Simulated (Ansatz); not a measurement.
A one-dimensional Cl body, 2 atoms a period, stretched and compressed along its axis from its relaxed period of 2.884 Å, atoms relaxed at each length.

```
CELL_PARAMETERS angstrom
     12.50000     0.00000     0.00000
      0.00000    11.00000     0.00000
      0.00000     0.00000     2.88446
ATOMIC_POSITIONS crystal
  Cl 0.41855 0.50000 0.00000
  Cl 0.58145 0.50000 0.50000
```

Level of theory: PBE (plane waves to 420 eV, PAW; Ansatz, a first-principles code). Mesh 1×1×106. No spin polarisation. One-dimensional cell, images about 11 Å apart. A hypothetical model. Symmetry and one short period hold its shape; lower forms weren't sought. Pairing along the axis, which can open a gap, is among the distortions not tried. On relaxing, bonds broke or formed, so the name tells the start alone. Buckling under compression is shut out by symmetry and the short period. Energies are free energies at a Fermi–Dirac width of 0.02 eV, from the unstrained cell.

```csv
strain (%),energy (meV a period),axial force (nN)
-3.0,[?],[?]
-1.5,+5,-0.34
0.0,0,-0.01
+1.5,+4,+0.27
+3.0,[?],[?]
```

### Question
What belongs in the gaps?

### Answer

- +3.0, energy (meV a period): +14
- +3.0, axial force (nN): +0.50
- -3.0, energy (meV a period): +18
- -3.0, axial force (nN): -0.71
